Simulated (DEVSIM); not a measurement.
Device: W/SiON/SiO2/n-Si capacitor, at 300 K.

```tsv
layer (left to right)	material	thickness (nm)	Nd (cm⁻³)
1	SiON	4.30	-
2	SiO2	1.30	-
3	Si	2600	4.7e16
```

Metal gate on the left, work function 4.6 eV. Fixed charge at the semiconductor interface 1.93e12 cm⁻² (in units of +e); no interface traps.

Constants are typed, rounded textbook-type inputs, not results; the design itself was drawn at random and stands for no fabricated device. Values at 300 K.

| parameter | SiON | SiO2 | Si |
|---|---|---|---|
| gap (eV) | 7 | 9 | 1.124 |
| affinity (eV) | 1.4 | 0.9 | 4.05 |
| permittivity | 5.5 | 3.9 | 11.7 |
| Nc (cm⁻³) | - | - | 2.86e19 |
| Nv (cm⁻³) | - | - | 3.1e19 |

DEVSIM, 1D Poisson equation in equilibrium, Boltzmann statistics, complete ionisation; no quantum confinement or tunnelling. Metal contacts follow the ideal Schottky-Mott rule: no Fermi-level pinning, no interface dipoles.

Q: Tabulate band edges, carrier densities and field at -0.2 V on the gate.

A: Energies count from the Fermi level of the right contact; mesh points crowd at the junctions.

```json
[
 {"x (μm)": "0.000", "Ec (eV)": "3.400", "Ev (eV)": "-3.600", "n (cm⁻³)": "< 1e2", "p (cm⁻³)": "< 1e2", "field (V/cm)": "-720000"},
 {"x (μm)": "0.001092", "Ec (eV)": "3.321", "Ev (eV)": "-3.679", "n (cm⁻³)": "< 1e2", "p (cm⁻³)": "< 1e2", "field (V/cm)": "-720000"},
 {"x (μm)": "0.002630", "Ec (eV)": "3.210", "Ev (eV)": "-3.790", "n (cm⁻³)": "< 1e2", "p (cm⁻³)": "< 1e2", "field (V/cm)": "-720000"},
 {"x (μm)": "0.003891", "Ec (eV)": "3.119", "Ev (eV)": "-3.881", "n (cm⁻³)": "< 1e2", "p (cm⁻³)": "< 1e2", "field (V/cm)": "-720000"},
 {"x (μm)": "0.004950", "Ec (eV)": "3.523", "Ev (eV)": "-5.477", "n (cm⁻³)": "< 1e2", "p (cm⁻³)": "< 1e2", "field (V/cm)": "-1000000"},
 {"x (μm)": "0.005640", "Ec (eV)": "0.307", "Ev (eV)": "-0.817", "n (cm⁻³)": "2.0e14", "p (cm⁻³)": "590000", "field (V/cm)": "-41000"},
 {"x (μm)": "0.007147", "Ec (eV)": "0.301", "Ev (eV)": "-0.823", "n (cm⁻³)": "2.5e14", "p (cm⁻³)": "470000", "field (V/cm)": "-40000"},
 {"x (μm)": "0.01218", "Ec (eV)": "0.282", "Ev (eV)": "-0.842", "n (cm⁻³)": "5.2e14", "p (cm⁻³)": "220000", "field (V/cm)": "-36000"},
 {"x (μm)": "0.02130", "Ec (eV)": "0.252", "Ev (eV)": "-0.872", "n (cm⁻³)": "1.7e15", "p (cm⁻³)": "69000", "field (V/cm)": "-30000"},
 {"x (μm)": "0.04246", "Ec (eV)": "0.204", "Ev (eV)": "-0.920", "n (cm⁻³)": "1.1e16", "p (cm⁻³)": "11000", "field (V/cm)": "-16000"},
 {"x (μm)": "0.08729", "Ec (eV)": "0.170", "Ev (eV)": "-0.954", "n (cm⁻³)": "4.0e16", "p (cm⁻³)": "2900", "field (V/cm)": "-2300"},
 {"x (μm)": "0.2494", "Ec (eV)": "0.166", "Ev (eV)": "-0.958", "n (cm⁻³)": "4.7e16", "p (cm⁻³)": "2500", "field (V/cm)": "≈ 0"},
 {"x (μm)": "0.5382", "Ec (eV)": "0.166", "Ev (eV)": "-0.958", "n (cm⁻³)": "4.7e16", "p (cm⁻³)": "2500", "field (V/cm)": "≈ 0"},
 {"x (μm)": "1.208", "Ec (eV)": "0.166", "Ev (eV)": "-0.958", "n (cm⁻³)": "4.7e16", "p (cm⁻³)": "2500", "field (V/cm)": "≈ 0"},
 {"x (μm)": "2.103", "Ec (eV)": "0.166", "Ev (eV)": "-0.958", "n (cm⁻³)": "4.7e16", "p (cm⁻³)": "2500", "field (V/cm)": "≈ 0"},
 {"x (μm)": "2.376", "Ec (eV)": "0.166", "Ev (eV)": "-0.958", "n (cm⁻³)": "4.7e16", "p (cm⁻³)": "2500", "field (V/cm)": "≈ 0"},
 {"x (μm)": "2.504", "Ec (eV)": "0.166", "Ev (eV)": "-0.958", "n (cm⁻³)": "4.7e16", "p (cm⁻³)": "2500", "field (V/cm)": "≈ 0"},
 {"x (μm)": "2.560", "Ec (eV)": "0.166", "Ev (eV)": "-0.958", "n (cm⁻³)": "4.7e16", "p (cm⁻³)": "2500", "field (V/cm)": "≈ 0"},
 {"x (μm)": "2.591", "Ec (eV)": "0.166", "Ev (eV)": "-0.958", "n (cm⁻³)": "4.7e16", "p (cm⁻³)": "2500", "field (V/cm)": "≈ 0"},
 {"x (μm)": "2.599", "Ec (eV)": "0.166", "Ev (eV)": "-0.958", "n (cm⁻³)": "4.7e16", "p (cm⁻³)": "2500", "field (V/cm)": "≈ 0"},
 {"x (μm)": "2.603", "Ec (eV)": "0.166", "Ev (eV)": "-0.958", "n (cm⁻³)": "4.7e16", "p (cm⁻³)": "2500", "field (V/cm)": "≈ 0"},
 {"x (μm)": "2.606", "Ec (eV)": "0.166", "Ev (eV)": "-0.958", "n (cm⁻³)": "4.7e16", "p (cm⁻³)": "2500", "field (V/cm)": "≈ 0"}
]
```
